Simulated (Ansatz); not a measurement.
Here is the system:

```xyz
3
Lattice="1.9662 1.1352 5.7164 -1.9662 1.1352 5.7164 0.0000 -2.2704 5.7164" Properties=species:S:1:pos:R:3 pbc="T T T"
Pt     0.0000     0.0000     0.0000
Te     0.0000     0.0000     4.3229
Te     0.0000     0.0000    12.8264
```

The numbers are results of LDA, DFPT electron-phonon coupling, linearised Boltzmann equation (plane waves, PAW, scalar-relativistic; Ansatz, a quantum-chemistry and plane-wave program), not measurements. How the cell was made: relaxed with this functional, without spin-orbit coupling.

**Question.** Estimate the phonon-limited resistivity at 300 K, by direction if it differs.

**Answer.** 28 (x), 28 (y), 33 (z) μΩ·cm.

**Question.** And the electrons' mean free path at that temperature?

**Answer.** 10.3 (x), 10.3 (y), 7.9 (z) nm, weighted by the current that each state carries. Wires not much wider than this gain resistivity from their walls.

A metal at this level (no band gap). Only scattering by harmonic phonons is included (no impurities, grain boundaries, electron-electron scattering or thermal expansion). Spin-orbit coupling is left out, which matters with elements this heavy. Halving the electron mesh (24x24x24) moves the resistivity by up to 5 % at 300 K, the mean free path by up to 6 %. Smearing 0.20 eV; phonons on a 4x4x4 q mesh, which this run doesn't test.

Computed structure with no diffraction record at hand here (it may be known, metastable or hypothetical): PtTe2 (R-3m).
